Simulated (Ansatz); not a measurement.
# Ni$_{3}$Si (Pm-3m): band-structure transport figures

Consider the following.

```yaml
crystal:
  lattice:
    - [3.46109, 0.00000, 0.00000]
    - [0.00000, 3.46109, 0.00000]
    - [0.00000, 0.00000, 3.46109]
  atoms:
    - { symbol: Si, position: [0.00000, 0.00000, 0.00000] }
    - { symbol: Ni, position: [0.00000, 0.50000, 0.50000] }
    - { symbol: Ni, position: [0.50000, 0.00000, 0.50000] }
    - { symbol: Ni, position: [0.50000, 0.50000, 0.00000] }
```

All values below come from PBEsol, rigid bands (plane waves, PAW, scalar-relativistic; Ansatz, a quantum-chemistry and plane-wave program). Geometry: cell and atoms relaxed with PBEsol.

The density of states at the Fermi level comes out as 2.15 states/(eV·cell), both spins, the bare Sommerfeld coefficient comes out as 1.27 mJ/(mol of atoms·K²) and the drude plasma energy is 1.83 eV. The root-mean-square Fermi velocity comes out as 1.6e5 m/s and the resistivity times τ is 146 ×10⁻²² Ω·m·s.

A metal at this level (no band gap); rigid bands, thermally averaged at 300 K, both spins. Spin-orbit coupling is left out. τ is one relaxation time for all states.

Computed structure with no diffraction record at hand here (it may be known, metastable or hypothetical): Ni3Si (Pm-3m). Treated as nonmagnetic (a ferromagnetic start lost its moment, other orders weren't tried): Ni3Si (Pm-3m).
